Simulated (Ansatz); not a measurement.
The parent structure is ZrC in the rock salt structure (space group Fm-3m, No. 225; a = 4.669 Å; relaxed with 0.1 eV smearing). Axes: x, y, z lie along the cube axes.

Structures relaxed with plane-wave PAW DFT at the PBEsol level (Ansatz, an electronic-structure program, 420 eV), no spin-orbit coupling.

Base:

Simulated powder pattern, Cu Kα, λ = 1.54184 Å (kinematic, ideal powder, no thermal factors, no anomalous dispersion; the 14 strongest lines at most, above 2 %, up to 2θ = 90°):

```tsv
2θ (°)	I/Imax (%)	hkl
33.24	100	(111)
38.56	79	(200)
55.68	51	(220)
66.41	42	(311)
69.77	17	(222)
82.67	8.1	(400)
```

Perturbation: compressive biaxial strain of 2.00 % in the plane normal to [001], as in epitaxy on a mismatched substrate; the out-of-plane cell vector and the atoms relax.

Where do the lines fall after the change?


Simulated powder pattern, Cu Kα, λ = 1.54184 Å (kinematic, ideal powder, no thermal factors, no anomalous dispersion; the 14 strongest lines at most, above 2 %, up to 2θ = 90°):

```csv
2θ (°),I/Imax (%),hkl
33.60,100,(111)
38.22,28,(002)
39.38,51,(200)
56.04,35,(202)
56.92,16,(220)
66.16,15,(113)
67.75,27,(311)
70.64,17,(222)
81.79,2.9,(004)
84.74,5.3,(400)
```

The indices refer to the base's conventional cell; one index is shown for lines that coincide. The space group is now I4/mmm (No. 139).

No phonon test of stability was made. The final runs are not spin-polarised.
